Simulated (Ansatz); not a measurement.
# BAs: Si on a B site, symmetric start

The parent structure is an 8-atom supercell of BAs in the zinc blende structure (space group F-43m, No. 216; a = 4.8094 Å) at its relaxed geometry.

The change: one B atom is replaced by Si, atoms relaxed at fixed cell.

Calculations: PBE (Ansatz, a first-principles code), without spin-orbit coupling, earlier PAW set. k-mesh 5×5×5 (Γ-centred); smearing 0.01 eV (Fermi–Dirac).

The pressure goes from zero to 17.4 GPa and the largest displacement of a host atom from its site in the perfect cell amounts to 0.16 Å.

Final structure:

```
CELL_PARAMETERS angstrom
     -4.80936     0.00000     0.00000
      0.00000     0.00000     4.80936
      0.00000     4.80936     0.00000
ATOMIC_POSITIONS crystal
  As 0.26909 0.73091 0.73091
  As 0.73091 0.73091 0.26909
  As 0.73091 0.26909 0.73091
  As 0.26909 0.26909 0.26909
  Si 0.00000 0.00000 0.00000
  B  0.50000 0.00000 0.50000
  B  0.50000 0.50000 0.00000
  B  0.00000 0.50000 0.50000
```

The magnetic state is the one reached from the starting moments; the real material's order can differ, and small cells can't hold many antiferromagnetic ones. The cell is small, so the values are those of an ordered compound at a high defect concentration; dilute-limit values will differ. A case with no gap was solved on a k-mesh chosen for an insulator, which is coarse for it. The defect started on the symmetric site and kept its symmetry, so it may sit on a saddle. Starting moments died away, wholly or in part, for Si on a B site; another magnetic solution may exist. The defect cell is spin-polarised and ends with 0.0 μB.
